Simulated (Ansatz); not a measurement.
CsCl-type CoGa

These are PBE-D4 (plane waves, PAW; Ansatz, a quantum-chemistry and plane-wave program) values and carry that method's errors.

Numerical settings: plane-wave cutoff 500 eV, 20×20×20 k mesh, Fermi–Dirac smearing 0.1 eV, no spin polarisation, scalar-relativistic PAW data made under PBE.

Cell: relaxed at this level.

```yaml
equilibrium_volume_per_atom: 11.53 Å³/atom
equilibrium_lattice_constant_a: 2.847 Å
```

Measured, for comparison: lattice constant a 2.878 Å (temperature not stated, copied from a table, unchecked, not corrected to a static lattice; as tabulated in Monatshefte fuer Chemie und verwandte Teile anderer Wissenschaften 123, 509 (1992)). Computed (rounded) less measured: lattice constant a not scored (unchecked). A static lattice is as a rule a little smaller and stiffer than an uncorrected measurement, which narrows the difference in the lattice constant a and would widen misses of the other sign.

Static lattice: no zero-point or thermal effects.

Computing time: roughly 30 core-seconds.
